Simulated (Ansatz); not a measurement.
## Report: Al$_{2}$O$_{3}$ (R-3c), hydrostatic pressure

Cell and atoms are relaxed with PBEsol to each stress (compression positive); bands and masses by PBEsol, rigid bands (plane waves, PAW, scalar-relativistic; Ansatz, a first-principles code).

```yaml
crystal:
  lattice:
    - [2.38693, 1.37810, 4.33827]
    - [-2.38693, 1.37810, 4.33827]
    - [0.00000, -2.75619, 4.33827]
  atoms:
    - { symbol: Al, position: [0.14792, 0.14792, 0.14792] }
    - { symbol: Al, position: [0.85208, 0.85208, 0.85208] }
    - { symbol: Al, position: [0.35208, 0.35208, 0.35208] }
    - { symbol: Al, position: [0.64792, 0.64792, 0.64792] }
    - { symbol: O, position: [0.94414, 0.55586, 0.25000] }
    - { symbol: O, position: [0.05586, 0.44414, 0.75000] }
    - { symbol: O, position: [0.25000, 0.94414, 0.55586] }
    - { symbol: O, position: [0.75000, 0.05586, 0.44414] }
    - { symbol: O, position: [0.55586, 0.25000, 0.94414] }
    - { symbol: O, position: [0.44414, 0.75000, 0.05586] }
```

| stress (GPa) | ln(V/V₀) (%) | gap (eV) | mean mₑ* |
|---|---|---|---|
| -2.00 | 0.84 | 5.931 | 0.38 |
| 0 | 0 | 6.031 | 0.39 |
| 5.00 | -1.99 | 6.269 | 0.40 |
| 15.00 | -5.56 | 6.705 | 0.42 |

 Masses are conductivity masses at 300 K in electron masses, harmonic means over x, y and z.

Problem. Estimate the bulk modulus from the two loads next to zero.

Solution. B ≈ −Δp/Δln V = 7.00 GPa/2.83 % = 250 GPa (PBEsol), a mean over this interval.

Problem. How fast does the gap move on either side of zero load?

Solution. Under tension, (5.931 − 6.031) eV over -2.00 GPa = 50 meV/GPa, or about -12 eV per unit ln V; under compression, (6.269 − 6.031) eV over 5.00 GPa = 48 meV/GPa, or about -12 eV per unit ln V. The two slopes part by 2 meV/GPa; gaps are resolved to about 0.01 eV, which allows 7 meV/GPa, so these rows don't tell them apart.

Masses are those of dilute carriers in rigid bands with one relaxation time, without polarons. Third decimals of gaps are kept for the arithmetic. Spin-orbit coupling is left out; it splits the top of the valence band and so changes the gap and its response. Every relaxation keeps the starting phase (space group R-3c under this load), so a transition, a distortion that breaks the symmetry or fracture can't show.
